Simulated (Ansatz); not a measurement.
The structure below was relaxed with Ansatz (a quantum-chemistry and plane-wave program), r2SCAN, PAW, cutoff 500 eV, without spin-orbit coupling.

```
CELL_PARAMETERS angstrom
      6.65814     0.00000     0.00000
      0.00000     6.65814     0.00000
      0.00000     0.00000     4.08060
ATOMIC_POSITIONS crystal
  Cd 0.50000 0.50000 0.50000
  Cd 0.00000 0.00000 0.00000
  Br 0.80470 0.80470 0.50000
  Br 0.30470 0.69530 0.00000
  Br 0.69530 0.30470 0.00000
  Br 0.19530 0.19530 0.50000
```

**Question.** Find the space group and the Wyckoff positions.

**Answer.** Space group P4₂/mnm (No. 136); a = 6.658 Å, b = 6.658 Å, c = 4.081 Å, α = 90.00°, β = 90.00°, γ = 90.00°

```csv
atom,site,symmetry,x,y,z
Cd,2a,m.mm,0.0000,0.0000,0.0000
Br,4g,m.2m,0.1953,0.1953,0.5000
```

**Question.** Describe the coordination.

**Answer.** The crystal has 6 atoms in its conventional cell. Lattice parameters: a = 6.658 Å, b = 6.658 Å, c = 4.081 Å, α = 90.00°, β = 90.00°, γ = 90.00°. Cd sees 6 Br at 2.747–2.869 Å (octahedral). Br sees 3 Cd at 2.747–2.869 Å. (Neighbours: up to the widest gap in distance over summed covalent radii, below 1.35, at either atom; cation-cation and far metal-metal contacts left out.)

Whether these cells are dynamically stable was not tested. The cell was made from HgBr2 by this change: Hg → Cd; the result is a hypothetical phase, not in the database extracts checked.
